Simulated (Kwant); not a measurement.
System: quantum point contact (saddle potential) in a ZnO two-dimensional gas. Effective mass 0.3 mₑ, grid spacing 4.2 nm, hard walls, nominal width 100 nm (23 grid rows, so walls 100.8 nm apart), one parabolic valley, scattering region 300 nm long along x; energies count from the band bottom; Fermi energy 0.00283 eV. Potential (V0 + ½k y²) cos²(πx/L) for |x| < L/2, with V0 swept from 0.0029715 to 0 eV, k = 9.1e-06 eV/nm², L = 160 nm.

The device is made up for the run: typed textbook-type constants, with dimensions and the other settings drawn at random.

Computed with Kwant: effective-mass tight-binding model on a square grid, one spin, coherent transport at 0 K. Conductance is in e²/h.

Problem. Compare with the saddle-point formula G = Σ 1/(1 + exp(−2π(E − V0 − ħωy(n + ½))/ħωx)), taking ħωy = ħ√(k/m) and ħωx from the curvature along x of V0 plus half of the mode's confinement energy.

Solution. ħωy = 1.52 meV; at V0 = 2.41 meV the lowest mode has ħωx = 0.739 meV.

| V0 (meV) | formula | simulation |
|---|---|---|
| 2.80 | 0.0030 | 0.0028 |
| 2.41 | 0.052 | 0.054 |
| 2.02 | 0.60 | 0.63 |
| 1.64 | 0.99 | 0.99 |
| 1.25 | 1.00 | 1.00 |
| 0.861 | 1.04 | 1.05 |

The formula takes a parabolic saddle in the continuum; the run has the full potential on a grid.
